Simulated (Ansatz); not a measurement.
Convergence study of the plane-wave cutoff for ZrV2Ga4 (I4mm, 7 atoms in the cell)

```
CELL_PARAMETERS angstrom
     -3.20125     3.20125     2.56844
      3.20125    -3.20125     2.56844
      3.20125     3.20125    -2.56844
ATOMIC_POSITIONS crystal
  Zr 0.00973 0.00973 0.00000
  V  0.75000 0.25000 0.50000
  V  0.25000 0.75000 0.50000
  Ga 0.30306 0.30306 0.60612
  Ga 0.69694 0.69694 0.39388
  Ga 0.30306 0.69694 0.00000
  Ga 0.69694 0.30306 0.00000
```

Method of the run: PBEsol, default PAW files made with PBE (plane waves; Ansatz, a first-principles code).

Base settings: basis.ecutwfc = 420 eV; kpoints.mp_grid.grid = 4 4 4; hamiltonian.xc = pbesol; hamiltonian.pseudopotentials = {kind: paw} (the program's default PAW files); scf.occupations.method = fermi_dirac; scf.occupations.width = 0.1 eV.

The second cell is the first with its lattice scaled by 0.98.

The mesh stays at the base's, so the ladder's end is converged at best in this setting alone.

The first pressure column holds Ansatz's estimate of the finite-basis (Pulay) stress, which hides part of the cutoff error; the other is without it.

Only quantities that move along the ladder and can be compared are tabulated.

The count of work is k-points × plane waves × bands × iterations; it is no time. 

The starting cell comes from a database of computed structures (which also holds hypothetical and non-ambient phases and stackings), without a prior relaxation at this level. Its lattice was rescaled by up to half a per cent. One atom was moved a little off its site on purpose. Spin polarisation is off.

```csv
basis.ecutwfc,free energy less the last step's (meV/atom),energy of the compressed cell less the first (meV/atom),pressure (GPa),pressure without the Pulay estimate (GPa),largest difference of a force vector from the last step's (eV/Å),count of work / last
145 eV,35316.36,51.91,2.26,-1066.59,1.045,0.066
170 eV,17157.29,-346.57,-15.89,-620.77,0.446,0.079
190 eV,9408.34,7.91,-10.48,-400.37,0.224,0.090
210 eV,4948.75,40.55,-5.32,-248.96,0.377,0.11
230 eV,2487.39,32.91,0.63,-147.22,0.048,0.12
250 eV,1161.25,34.87,2.46,-80.53,0.227,0.13
295 eV,159.54,25.88,0.09,-15.69,0.016,0.16
335 eV,20.98,25.01,-0.23,-2.88,0.009,0.17
380 eV,2.76,24.36,-0.35,-0.57,0.001,0.20
420 eV,1.37,24.26,-0.36,-0.41,0.000,0.23
460 eV,0.80,24.24,-0.37,-0.40,0.000,0.30
505 eV,0.45,24.24,-0.37,-0.38,0.000,0.35
565 eV,0.32,24.23,-0.37,-0.37,0.000,0.41
630 eV,0.21,24.22,-0.37,-0.38,0.000,0.49
735 eV,0.08,24.22,-0.37,-0.37,0.000,0.54
840 eV,0.04,24.22,-0.37,-0.37,0.000,0.75
1010 eV,0.00,24.22,-0.37,-0.37,0.000,1.0
```

Coarsest basis.ecutwfc that holds the free energy within 2 meV/atom of the last step, with all finer ones: 420 eV, at 0.23 of the last step's count of work; the step before is off by 2.8 meV/atom.

Coarsest basis.ecutwfc that holds the energy of the compressed cell less the first within 0.2 meV/atom of the last step, with all finer ones: 380 eV, at 0.20 of the last step's count of work; the step before is off by 0.80 meV/atom.

Coarsest basis.ecutwfc that holds the pressure within 0.05 GPa of the last step, with all finer ones: 380 eV, at 0.20 of the last step's count of work; the step before is off by 0.14 GPa.

The energy difference between the two cells stays within 1 meV/atom of the last step's from 335 eV on, the total only from 460 eV on: much of the error is common to both cells and cancels.

At the lowest cutoff the pressure without the Pulay estimate lies 1070 GPa under the last step's, the usual sign of Pulay stress in an incomplete plane-wave basis.

Keys are those of Ansatz 0.2.
